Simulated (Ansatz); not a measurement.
The reference is KF in the rock salt structure (space group Fm-3m, No. 225).

```xyz
2
Lattice="0.0000 2.6534 2.6534 2.6534 0.0000 2.6534 2.6534 2.6534 0.0000" Properties=species:S:1:pos:R:3 pbc="T T T"
K      0.0000     0.0000     0.0000
F      2.6534     2.6534     2.6534
```

Method: Ansatz (an electronic-structure program), PBEsol, PAW, cutoff 420 eV, no spin-orbit coupling.

Base values:

| Quantity | Value |
|---|---|
| Pressure | -0.01 GPa |
| Gap character | direct at Γ |

The change: every lattice vector is shortened by 1.50 %; the atoms relax in the strained cell.

### Question
What happens to the mean gap deformation potential ΔEg/Δln V, pressure and gap character?

### Answer
The mean gap deformation potential ΔEg/Δln V amounts to -5.3 eV; the pressure goes up by 1.68 GPa to 1.67 GPa; the gap character stays direct at Γ.

No phonon test of stability was made.
